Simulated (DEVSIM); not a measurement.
Device: Pt/Al2O3/p-Si capacitor, at 400 K.

Layer 1 from the left is Al2O3, thickness (nm) 3.00. Layer 2 from the left is Si, thickness (nm) 2400, Na (cm⁻³) 5.7e16.

Metal gate on the left, work function 5.6 eV. Fixed charge at the semiconductor interface 4.4e10 cm⁻² (in units of +e); no interface traps.

The device is made up for the run: typed textbook-type constants, with dimensions and the other settings drawn at random. Values at 300 K; Nc and Nv go as T^1.5, mobilities as T to minus their exponent, the gap by Varshni's rule with the affinity fixed.

Al2O3: gap (eV) 6.8, affinity (eV) 1.35, permittivity 9. Si: gap (eV) 1.124, affinity (eV) 4.05, permittivity 11.7, Nc (cm⁻³) 2.86e19, Nv (cm⁻³) 3.1e19, Varshni α (eV/K) 0.000473, Varshni β (K) 636.

Model (solved in DEVSIM): 1D Poisson equation in equilibrium, Boltzmann statistics, complete ionisation; no quantum confinement or tunnelling. Metal contacts follow the ideal Schottky-Mott rule: no Fermi-level pinning, no interface dipoles.

**Question.** What does the simulation give for the threshold voltage (band bending 2φF), the flat-band voltage, the minimum of the low-frequency capacitance?

**Answer.** threshold voltage (band bending 2φF) 1.36 V; flat-band voltage 0.68 V; minimum of the low-frequency capacitance 0.1000 μF/cm².
